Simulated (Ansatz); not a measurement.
Take BP in the zinc blende structure (space group F-43m, No. 216; a = 4.5366 Å) as the base.

Perturbation: an isotropic linear strain of −3.43 %, atoms relaxed at fixed cell.

All numbers come from DFT with r2SCAN, PAW potentials and a 500 eV plane-wave cutoff in Ansatz (an electronic-structure program), no SOC.

Base, band edges from the VBM (valence, conduction): X -4.36, 1.50; W -5.74, 5.74; L -1.87, 4.11; Γ 0.00, 3.60; K -3.71, 2.37; U -3.71, 2.37 eV.

Task: Give the band edges at the high-symmetry points of the new zone, measured from its valence-band maximum.

Result: 
```json
[
 {"point": "Γ", "valence edge (eV)": "0.00", "conduction edge (eV)": "3.79"},
 {"point": "X", "valence edge (eV)": "-4.76", "conduction edge (eV)": "1.28"},
 {"point": "U", "valence edge (eV)": "-4.05", "conduction edge (eV)": "2.27"},
 {"point": "K", "valence edge (eV)": "-4.05", "conduction edge (eV)": "2.27"},
 {"point": "L", "valence edge (eV)": "-2.00", "conduction edge (eV)": "4.79"},
 {"point": "W", "valence edge (eV)": "-6.39", "conduction edge (eV)": "5.72"}
]
```

The gap is 1.25 eV, indirect, Γ → Γ–X (84 % along).

No phonon test of stability was made.
